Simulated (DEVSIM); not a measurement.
Structure: Cr/SiO2/n-Si capacitor, at 300 K.

Layer 1 from the left is SiO2, thickness (nm) 1.20. Layer 2 from the left is Si, thickness (nm) 1100, Nd (cm⁻³) 2.6e17.

Metal gate on the left, work function 4.5 eV. Fixed charge at the semiconductor interface 0 cm⁻² (in units of +e); interface traps 1e12 cm⁻² eV⁻¹, uniform in energy, neutral level at 0.3 of the gap above the valence band.

The device is made up for the run: typed textbook-type constants, with dimensions and the other settings drawn at random. Values at 300 K.

SiO2: gap (eV) 9, affinity (eV) 0.9, permittivity 3.9. Si: gap (eV) 1.124, affinity (eV) 4.05, permittivity 11.7, Nc (cm⁻³) 2.86e19, Nv (cm⁻³) 3.1e19.

Model (solved in DEVSIM): 1D Poisson equation in equilibrium, Boltzmann statistics, complete ionisation; no quantum confinement or tunnelling. Metal contacts follow the ideal Schottky-Mott rule: no Fermi-level pinning, no interface dipoles.

Q: What does the simulation give for the flat-band voltage?

A: flat-band voltage 0.37 V.
